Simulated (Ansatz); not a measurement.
An Ansatz (an electronic-structure program) run: TiO2 with a change (isotropic strain +1.80 %); PBEsol (Ansatz), scalar-relativistic without spin-orbit coupling.

Input:

Ansatz 0.2 input:
```yaml
crystal:
  lattice:
    - [4.6738451067, 0, 0]
    - [0, 4.6738451067, 0]
    - [0, 0, 2.9919507514]
  atoms:
    - { symbol: Ti, position: [0, 0, 0] }
    - { symbol: Ti, position: [0.5, 0.5, 0.5] }
    - { symbol: O, position: [0.3044401148, 0.3044401148, 0] }
    - { symbol: O, position: [0.8044401148, 0.1955598852, 0.5] }
    - { symbol: O, position: [0.1955598852, 0.8044401148, 0.5] }
    - { symbol: O, position: [0.6955598852, 0.6955598852, 0] }
basis: { ecutwfc: 420, ecutrho_ratio: 4, xc_grid: 2, fft_grid_basis: typed }
kpoints: { mp_grid: { grid: [7, 7, 11] } }
hamiltonian:
  xc: pbesol
  dispersion: none
  pseudopotentials: { kind: paw }
scf: { occupations: { method: fermi_dirac, width: 0.05 }, convergence: { dr2_threshold: 0.0000000006 } }
relax: { f_tol: 0.005, max_steps: 50 }
output: { forces: true, stress: true }
checkpoint: { write: state.ck, write_every: 1000 }
```

Output (explanatory and most iteration lines left out):

```
Relaxation: its limit of steps is 50 (relax.max_steps)
Pseudopotential: Ti, paw, valence charge 12
Pseudopotential: O, paw, valence charge 6
Crystal: 6 atoms, lattice volume = 65.359 Å³
Basis set: ecut = 420 eV, 1257 PW (Γ), exchange–correlation on 64×64×40 points (8 copies of the dense FFT grid, shifted against one another)
Bands: 30, of which v1, the nominal top of the filled ones, is band 24 counted from 1 (23 counted from 0)
Symmetry: 16 space group operations
Space group: P42/mnm (ITA 136), of the structure as read, at distance tolerance 4.0e-5 Å
k-points: 60 of 539
Functional: x = pbesol(κ = 0.804, μ = 0.12345679012345678), c = pbesol(β = 0.046)
SCF iter   1: F=—  HF=-7199.521003 eV  |F-HF|=—  |Δ(HF+E_count)|=         —  Δρ=1.95e-2  dr2=2.16e-1  ethr=1.77e-3  ⟨swp⟩=4.9  Hψ=7182  notcnv=0
SCF iter   2: F=—  HF=-7199.488069 eV  |F-HF|=—  |Δ(HF+E_count)|=   3.29e-2  Δρ=1.01e-2  dr2=6.29e-2  ethr=4.50e-4  ⟨swp⟩=2.0  Hψ=3252  notcnv=0  defer=49
SCF 1 converged in 9 iterations: F = -7199.476710 eV  dr2 = 1.11e-10
relax step   1: F+E_penalty+E_count = -7199.47671014 eV  Δ(F+E_penalty+E_count) = +0.000e0 eV  max|allowed force component| = 1.786e-1 eV/Å  Δτ_max = 0.0000 Å  (9 SCF iters, accepted)
Crystal: 6 atoms, lattice volume = 65.359 Å³
SCF iter   1: F=—  HF=-7199.481715 eV  |F-HF|=—  |Δ(HF+E_count)|=         —  Δρ=8.02e-4  dr2=3.82e-4  ethr=7.85e-7  ⟨swp⟩=1.8  Hψ=5156  notcnv=0  defer=57
SCF iter   2: F=—  HF=-7199.481633 eV  |F-HF|=—  |Δ(HF+E_count)|=   8.18e-5  Δρ=4.67e-4  dr2=1.38e-4  ethr=7.85e-7  ⟨swp⟩=1.0  Hψ=1741  notcnv=0  defer=57
SCF 2 converged in 8 iterations: F = -7199.481501 eV  dr2 = 1.88e-11
relax step   2: F+E_penalty+E_count = -7199.48150110 eV  Δ(F+E_penalty+E_count) = -4.791e-3 eV  max|allowed force component| = 1.111e-1 eV/Å  Δτ_max = 0.0058 Å  (8 SCF iters, accepted)
Crystal: 6 atoms, lattice volume = 65.359 Å³
SCF iter   1: F=—  HF=-7199.484918 eV  |F-HF|=—  |Δ(HF+E_count)|=         —  Δρ=1.31e-3  dr2=1.02e-3  ethr=2.15e-5  ⟨swp⟩=2.0  Hψ=3939  notcnv=0  defer=59
SCF iter   2: F=—  HF=-7199.484700 eV  |F-HF|=—  |Δ(HF+E_count)|=   2.19e-4  Δρ=7.62e-4  dr2=3.68e-4  ethr=2.11e-6  ⟨swp⟩=1.0  Hψ=2280  notcnv=0  defer=59
SCF 3 converged in 8 iterations: F = -7199.484448 eV  dr2 = 5.77e-11
relax step   3: F+E_penalty+E_count = -7199.48444772 eV  Δ(F+E_penalty+E_count) = -2.947e-3 eV  max|allowed force component| = 3.298e-3 eV/Å  Δτ_max = 0.0096 Å  (8 SCF iters, accepted)
SCF converged after 8 iterations
Free energy (F): -7199.484448 eV
Internal energy: -7199.484448 eV  (E = F + TS)
E sigma→0 (E₀):  -7199.484448 eV
Fermi energy:    9.188587 eV
--- Forces (eV/Å), atoms counted from 1 ---
  atom   1  Ti     0.00000000    -0.00000000     0.00000000
  atom   2  Ti     0.00000000     0.00000000     0.00000000
  atom   3  O     -0.00329819    -0.00329819     0.00000000
  atom   4  O     -0.00329819     0.00329819     0.00000000
  atom   5  O      0.00329819    -0.00329819     0.00000000
  atom   6  O      0.00329819     0.00329819     0.00000000
--- Stress (GPa, compression-positive) ---
       -9.807780       0.000000       0.000000
        0.000000      -9.807780       0.000000
        0.000000       0.000000     -13.308176
  P = ⅓ Tr σ = -10.9746 GPa (-109.746 kbar)
--- Relaxed structure (3 steps of the walk, 3 accepted, 0 SCFs on fresh bases) ---
  atoms:
    - { symbol: Ti, position: [2.4743702260480204e-19, 1.0301635486520498e-35, 0.0] }
    - { symbol: Ti, position: [0.5, 0.5, 0.5] }
    - { symbol: O, position: [0.3067755882957658, 0.3067755882957658, 0.0] }
    - { symbol: O, position: [0.8067755882957659, 0.19322441170423424, 0.5] }
    - { symbol: O, position: [0.19322441170423424, 0.8067755882957659, 0.5] }
    - { symbol: O, position: [0.6932244117042342, 0.6932244117042342, 0.0] }
```

Stability against distortions was not tested. The final runs are not spin-polarised. The cell was made from TiO2 in the rutile structure (space group P4_2/mnm, No. 136) by this change: isotropic strain +1.80 %.
